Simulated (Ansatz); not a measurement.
The (311) surface of bcc V in its 1x1 cell, outermost plane spacing 0.45 Å in the ideal cut

These are r2SCAN, at the PBE geometry (plane waves to 500 eV, PAW; Ansatz, a first-principles code) values and carry that method's errors.

Model: 24-atom slab, 10.4 Å thick at the start (thin: gaps and levels are the slab's own), 9x6x1 mesh, Fermi-Dirac 0.1 eV, dipole correction, single point; on the structure that PBE left under its start's symmetry; no spin, no spin-orbit, no U.

```yaml
surface energy (mean of both faces): 2.89 J/m²
work_function_of_the_top_face: 3.84 eV
cost: about 12 core-minutes (a rough figure)
```
